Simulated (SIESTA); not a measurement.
# Worked example: self-consistent single point of Na (Im-3m, 1 atom in the cell) in SIESTA

Method of the run: GGA PBE, numerical atomic orbitals DZP, PseudoDojo PBE standard norm-conserving potentials (rewritten from UPF to PSML) run with SIESTA 5.4.2.

This input was run:

```
# files in the folder: Na.psml (PseudoDojo PBE standard)
SystemName  Na
SystemLabel Na

NumberOfAtoms                1
NumberOfSpecies              1
%block ChemicalSpeciesLabel
  1 11 Na
%endblock ChemicalSpeciesLabel
LatticeConstant              3.707715 Ang
%block LatticeVectors
    -0.577350201    0.577350201    0.577350201
     0.577350201   -0.577350201    0.577350201
     0.577350201    0.577350201   -0.577350201
%endblock LatticeVectors
AtomicCoordinatesFormat      Ang
%block AtomicCoordinatesAndAtomicSpecies
     0.000000000    0.000000000    0.000000000  1
%endblock AtomicCoordinatesAndAtomicSpecies

XC.functional                GGA
XC.authors                   PBE
PAO.BasisSize                DZP
PAO.EnergyShift              0.005 Ry
MeshCutoff                   300 Ry
%block kgrid.MonkhorstPack
   11   0   0  0.0
    0  11   0  0.0
    0   0  11  0.0
%endblock kgrid.MonkhorstPack
OccupationFunction           FD
ElectronicTemperature        100.0 meV

MaxSCFIterations             150
SCF.Mixer.Method             Pulay
SCF.Mixer.Weight             0.25
SCF.Mixer.History            8
SCF.DM.Tolerance             1.0E-05
Diag.ParallelOverK           true
WriteForces                  true
Charge.Mulliken              end
```

Output, abridged:

```
reinit: Reading from file input.fdf

reinit: System Name: Na
reinit: System Label: Na

coor:   Atomic-coordinates input format  =     Cartesian coordinates
coor:                                          (in Angstroms)

siesta: Atomic coordinates (Bohr) and species
siesta:      0.00000   0.00000   0.00000  1        1

siesta: System type = bulk

initatomlists: Number of atoms, orbitals, and projectors:      1     9     8

siesta: ******************** Simulation parameters ****************************
redata: Spin configuration                          = none
redata: Time-Reversal Symmetry                      = T
redata: Number of Atomic Species                    =        1
redata: Mesh Cutoff                                 =   300.0000 Ry
redata: Net charge of the system                    =     0.0000 |e|
redata: Min. number of SCF Iter                     =        0
redata: Max. number of SCF Iter                     =      150
redata: SCF convergence failure will abort job
redata: SCF mix quantity                            = Hamiltonian
redata: Mix DM or H after convergence               =   F
redata: Recompute H after scf cycle                 =   F
redata: Mix DM in first SCF step                    =   T
redata: No kicks to SCF
redata: DM Mixing Weight for Kicks                  =     0.5000
redata: Require Harris convergence for SCF          =   F
redata: Harris energy tolerance for SCF             =     0.000100 eV
redata: Require DM convergence for SCF              =   T
redata: DM tolerance for SCF                        =     0.000010
redata: Require EDM convergence for SCF             =   F
redata: EDM tolerance for SCF                       =     0.001000 eV
redata: Require H convergence for SCF               =   T
redata: Hamiltonian tolerance for SCF               =     0.001000 eV
redata: Require (free) Energy convergence for SCF   =   F
redata: (free) Energy tolerance for SCF             =     0.000100 eV
redata: Using DFT-D3 dispersion                     =   F
redata: Using Saved Data (generic)                  =   F
redata: Method of Calculation                       = Diagonalization
redata: Electronic Temperature                      =  1160.4518 K
redata: Number of TDED substeps                     =        3
redata: Dynamics option                             = Single-point calculation
redata: Save all siesta data in one NC              =   F
redata: ***********************************************************************

%block SCF.Mixers
  Pulay
%endblock SCF.Mixers

%block SCF.Mixer.Pulay
  # Mixing method
  method pulay
  variant stable

  # Mixing options
  weight 0.2500
  weight.linear 0.2500
  history 8
%endblock SCF.Mixer.Pulay

DM_history_depth set to one: no extrapolation allowed by default for geometry relaxation
Size of DM history Fstack: 1
Total number of electrons:     9.000000
Total ionic charge:     9.000000

* ProcessorY, Blocksize:    1  10

* Orbital distribution balance (max,min):     9     9

 Kpoints in:          726 . Kpoints trimmed:          666

siesta: k-grid: Number of k-points = 666
siesta: k-points from Monkhorst-Pack grid
siesta: k-cutoff (effective) =    20.392 Ang
siesta: k-point supercell and displacements
siesta: k-grid:    11     0     0      0.000
siesta: k-grid:     0    11     0      0.000
siesta: k-grid:     0     0    11      0.000

diag: Algorithm                                     = D&C
diag: Parallel over k                               =   F
diag: Use parallel 2D distribution                  =   F
diag: Parallel block-size                           = 10
diag: Parallel distribution                         =     1 x     1
diag: Used triangular part                          = Lower
diag: Absolute tolerance                            =  0.100E-15
diag: Orthogonalization factor                      =  0.100E-05
diag: Memory factor                                 =  1.0000

superc: Internal auxiliary supercell:     7 x     7 x     7  =     343
superc: Number of atoms, orbitals, and projectors:    343   3087   2744

                        Single-point calculation

superc: Internal auxiliary supercell:     7 x     7 x     7  =     343
superc: Number of atoms, orbitals, and projectors:    343   3087   2744

outcell: Unit cell vectors (Ang):
       -2.140650    2.140650    2.140650
        2.140650   -2.140650    2.140650
        2.140650    2.140650   -2.140650

outcell: Cell vector modules (Ang)   :    3.707715    3.707715    3.707715
outcell: Cell angles (23,13,12) (deg):    109.4712    109.4712    109.4712
outcell: Cell volume (Ang**3)        :     39.2371
new_DM -- step:     1
Initializing Density Matrix...

Attempting to read DM from file... Failed...
DM filled with atomic data:

InitMesh: MESH = 32 x 32 x 32 = 32768
InitMesh: Mesh cutoff (required, used) =   300.000   308.802 Ry

stepf: Fermi-Dirac step function

        iscf     Eharris(eV)        E_KS(eV)     FreeEng(eV)     dDmax    Ef(eV) dHmax(eV)
   scf:    1    -1243.275072    -1243.576729    -1243.591139  0.504997 -3.361470  1.808891
   scf:    2    -1243.590119    -1243.583522    -1243.597898  0.019518 -3.386219  1.269870
   scf:    3    -1243.595283    -1243.589893    -1243.604191  0.044293 -3.445632  0.009773
   scf:    4    -1243.589886    -1243.589890    -1243.604189  0.001215 -3.452043  0.027995
   scf:    5    -1243.589892    -1243.589891    -1243.604192  0.000936 -3.451136  0.000863
   scf:    6    -1243.589891    -1243.589891    -1243.604192  0.000031 -3.451107  0.000037
mix: Pulay -- inversion failed, > SVD [rank/size] 2 / 5
   scf:    7    -1243.589891    -1243.589891    -1243.604192  0.000001 -3.451108  0.000000

SCF Convergence by DM+H criterion
max |DM_out - DM_in|         :     0.0000012761
max |H_out - H_in|      (eV) :     0.0000003747
SCF cycle converged after 7 iterations

Using DM_out to compute the final energy and forces

siesta: E_KS(eV) =            -1243.5899

siesta: E_KS - E_eggbox =     -1243.5899

siesta: Atomic forces (eV/Ang):
     1    0.000000   -0.000000    0.000000
   Tot    0.000000   -0.000000    0.000000
   Max    0.000000
   Res    0.000000    sqrt( Sum f_i^2 / 3N )
   Max    0.000000    constrained

Stress tensor Voigt[x,y,z,yz,xz,xy] (kbar):        1.05        1.05        1.05        0.32        0.32        0.32
(Free)E + p*V (eV/cell)    -1243.6299
Target enthalpy (eV/cell)    -1243.6042

siesta: Program's energy decomposition (eV):
siesta: Ebs     =      -290.073289
siesta: Eions   =      1488.830065
siesta: Ena     =        74.649646
siesta: Ekin    =       754.236314
siesta: Enl     =      -401.492432
siesta: Eso     =         0.000000
siesta: Edftu   =         0.000000
siesta: DEna    =         3.989153
siesta: DUscf   =         0.066398
siesta: DUext   =         0.000000
siesta: Ex      =      -176.112169
siesta: Ec      =       -10.096735
siesta: Exc     =      -186.208904
siesta: Eharris =     -1243.589891
siesta: Etot    =     -1243.589891
siesta: FreeEng =     -1243.604192

siesta: Stress tensor (static) (eV/Ang**3):
siesta:     0.000655    0.000202    0.000202
siesta:     0.000202    0.000655    0.000202
siesta:     0.000202    0.000202    0.000655

siesta: Cell volume =         39.237108 Ang**3

siesta: Pressure (static):
siesta:                Solid            Molecule  Units
siesta:          -0.00000713         -0.00000713  Ry/Bohr**3
siesta:          -0.00065482         -0.00065482  eV/Ang**3
siesta:          -1.04913096         -1.04913096  kBar

mulliken: Atomic and Orbital Populations:

Species: Na
Atom  Qatom  Qorb
               2s      3s      3s      2py     2pz     2px     3py     3pz
               3px
   1  9.000   2.006   0.715  -0.129   2.017   2.017   2.017   0.119   0.119
              0.119

mulliken: Qtot =        9.000

Mulliken Atomic Populations:
Atom #   charge [q] valence [e]  Species
     1     0.000000    9.000000  Na
 Total     0.000000
```

The run converged in 7 iterations.

The starting cell has typed, rounded lattice constants, without a prior relaxation at this level. Its lattice was rescaled by up to half a per cent. Values carry the incompleteness of an atom-centred basis.
